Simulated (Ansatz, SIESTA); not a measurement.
Code comparison for LaSi2Ru3 (P6/mmm, 6 atoms in the cell)

Self-consistent single point.

```yaml
crystal:
  lattice:
    - [5.74998, 0.00000, 0.00000]
    - [-2.87499, 4.97963, 0.00000]
    - [0.00000, 0.00000, 3.46258]
  atoms:
    - { symbol: La, position: [0.00000, 0.00000, 0.00000] }
    - { symbol: Si, position: [0.33333, 0.66667, 0.00000] }
    - { symbol: Si, position: [0.66667, 0.33333, 0.00000] }
    - { symbol: Ru, position: [0.00000, 0.50000, 0.50000] }
    - { symbol: Ru, position: [0.50000, 0.00000, 0.50000] }
    - { symbol: Ru, position: [0.50000, 0.50000, 0.50000] }
```

Shared settings, as Ansatz (a quantum-chemistry and plane-wave program) writes them: kpoints.mp_grid.grid = 3 3 5; scf.occupations.method = gaussian; scf.occupations.width = 0.1 eV. Potentials and cutoffs stand in the table.

| code | model | pressure (GPa) | cutoff |
|---|---|---|---|
| Ansatz | PBEsol, PAW files made with PBE | -1.81 | default |
| SIESTA | GGA PBEsol, numerical atomic orbitals DZP, PseudoDojo PBEsol standard norm-conserving potentials (rewritten from UPF to PSML) | -0.26 | grid 350 Ry |

On Ansatz's run: spin polarisation is off.

The spread over the programs that give each value: pressure within 1.55 GPa.

SIESTA uses small atom-centred bases, whose incompleteness enters pressures, forces and empty levels differently from a plane-wave cutoff. Ansatz's pressure is given at a fixed set of plane waves, as the other plane-wave codes print theirs; with its correction for the finite basis it is -1.70 GPa.

On the base mesh (5 5 7) the same programs gave: Ansatz pressure -1.79 GPa; SIESTA pressure -0.24 GPa.

The starting cell comes from a database of computed structures (which also holds hypothetical and non-ambient phases and stackings), without a prior relaxation at this level. Its lattice was rescaled by a random factor within 2.5 % of one.

Left out of this page: Elk and FLEUR (not drawn, or without a comparable value).

Keys are those of Ansatz 0.2.
